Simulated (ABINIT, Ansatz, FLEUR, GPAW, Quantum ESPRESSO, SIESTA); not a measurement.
TlRh₃ (P6_3/mmc, 8 atoms in the cell) computed with different codes at matched settings

Self-consistent single point, at a second geometry (lattice scaled by 0.98). First geometry:

```
TlRh3
1.0
    5.71197     0.00000     0.00000
   -2.85598     4.94671     0.00000
    0.00000     0.00000     4.57129
Tl Rh
2 6
Direct
  0.66667   0.33333   0.25000
  0.33333   0.66667   0.75000
  0.32094   0.16047   0.75000
  0.67906   0.83953   0.25000
  0.16047   0.32094   0.25000
  0.83953   0.67906   0.75000
  0.83953   0.16047   0.75000
  0.16047   0.83953   0.25000
```

Shared settings, as Ansatz (a first-principles code) writes them: kpoints.mp_grid.grid = 5 5 5; scf.occupations.method = fermi_dirac; scf.occupations.width = 0.1 eV. Potentials and cutoffs stand in the table.

| code | model | ΔF from the first geometry (meV/atom) | pressure (GPa) | largest force (eV/Å) | cutoff |
|---|---|---|---|---|---|
| Ansatz | PBEsol, PAW files made with PBE | -23.1 | 2.21 | 0.061 | default |
| FLEUR | PBEsol, all-electron FLAPW (FLEUR), scalar-relativistic valence | -20.2 | – | 0.087 | Kmax 4.2 1/bohr |
| GPAW | PBEsol, GPAW PAW datasets PBEsol (made by gpaw-setup) | -15.8 | 3.59 | 0.086 | 600 eV |
| SIESTA | GGA PBEsol, numerical atomic orbitals TZP, PseudoDojo PBEsol standard norm-conserving potentials (rewritten from UPF to PSML) | -33.3 | 0.55 | 0.027 | grid 300 Ry |
| Quantum ESPRESSO | PBEsol, GBRV 1.5 ultrasoft (PBESOL) pseudopotentials | -22.5 | 0.17 | 0.081 | 40 Ry |
| ABINIT | PBEsol, PAW (JTH v2.0 PBE PAW, files made for PBE) | -22.1 | 2.36 | 0.072 | 571 eV |

For Quantum ESPRESSO (by 2.2 GPa) the energy change implies a higher mean pressure, against the two pressures, than for the other programs: a sign of finite-basis (Pulay) stress.

A dash marks a value that a program does not give, or that is left out as unsure.

On Ansatz's run: spin-orbit coupling is off. Spin polarisation is off.

The spread over the programs that give each value: ΔF from the first geometry within 17.5 meV/atom; pressure within 3.42 GPa; largest force within 0.060 eV/Å.

SIESTA uses small atom-centred bases, whose incompleteness enters pressures, forces and empty levels differently from a plane-wave cutoff. FLEUR treats all electrons, but the usual bases taken here (sphere radii, linearisation, local orbitals, empty states) were not tested for convergence, so the values are no reference for the others. Ansatz's pressure is given at a fixed set of plane waves, as the other plane-wave codes print theirs; with its correction for the finite basis it is 2.28 GPa. In the pressure, GPAW (by 1.31), SIESTA (by 1.74) and Quantum ESPRESSO (by 2.12) lie more than 1 GPa from the median of the plane-wave programs.

The starting cell comes from a database of computed structures (which also holds hypothetical and non-ambient phases and stackings), without a prior relaxation at this level. For this run, on top of that: lattice scaled by 0.98.

Keys are those of Ansatz 0.2.
